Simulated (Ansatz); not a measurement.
**How the equilibrium lattice constant a of NiSi (model structure, from the rocksalt type, Fm-3m, No. 225) moves with the method**

No measured value is used here.

| level (code) | value (Å) |
|---|---|
| PBE (Ansatz) | 4.741 |
| PBEsol (Ansatz) | 4.684 |
| PBE-D3(BJ) (Ansatz) | 4.688 |
| r²SCAN (Ansatz) | 4.705 |

PBE, PBEsol, PBE-D3(BJ), r²SCAN: the starting moments vanished in the run, and other orders were not tried. Ansatz's density-functional and Hartree–Fock values are scalar-relativistic unless marked +SOC, with PAW data made under PBE.

A model structure was made by putting elements into a prototype or built by hand; it is no filed structure, need not be a known phase, and can be a saddle point held by its symmetry.

Ansatz is an electronic-structure program.
